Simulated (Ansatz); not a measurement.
Band structure of YbSi2 (P6/mmm, 3 atoms in the cell).

```yaml
crystal:
  lattice:
    - [4.07191, 0.00000, 0.00000]
    - [-2.03595, 3.52638, 0.00000]
    - [0.00000, 0.00000, 4.09817]
  atoms:
    - { symbol: Yb, position: [0.00000, 0.00000, 0.00000] }
    - { symbol: Si, position: [0.66667, 0.33333, 0.50000] }
    - { symbol: Si, position: [0.33333, 0.66667, 0.50000] }
```

Computed with PBEsol, default PAW files made with PBE (plane waves; Ansatz, an electronic-structure program).

Settings: basis.ecutwfc = 30.9 Ry; kpoints.mp_grid.grid = 6 6 6; hamiltonian.xc = pbesol; hamiltonian.pseudopotentials = {kind: paw} (the program's default PAW files); scf.occupations.method = cold; scf.occupations.width = 0.0073 Ry; kpoints.band_path.npoints = 16.

The starting cell comes from a database of computed structures (which also holds hypothetical and non-ambient phases and stackings), without a prior relaxation at this level. Its lattice was rescaled by a random factor within 2.5 % of one. Spin-orbit coupling is off. Spin polarisation is off.

Levels in eV from the Fermi level, bands 13 to 19:
```tsv
point	13	14	15	16	17	18	19
Γ	-0.61	-0.61	-0.46	-0.39	-0.07	1.51	1.51
M	-0.56	-0.53	-0.49	-0.44	1.25	2.68	2.77
K	-0.53	-0.48	-0.43	-0.43	1.87	1.87	2.34
A	-0.46	-0.40	-0.40	-0.31	-0.31	-0.03	1.82
L	-0.56	-0.55	-0.52	-0.48	0.12	3.50	4.49
H	-0.57	-0.56	-0.56	-0.48	1.12	3.40	3.40
```

Bands cross the Fermi level along this path, so the cell is metallic at this level.

Keys are those of Ansatz 0.2.
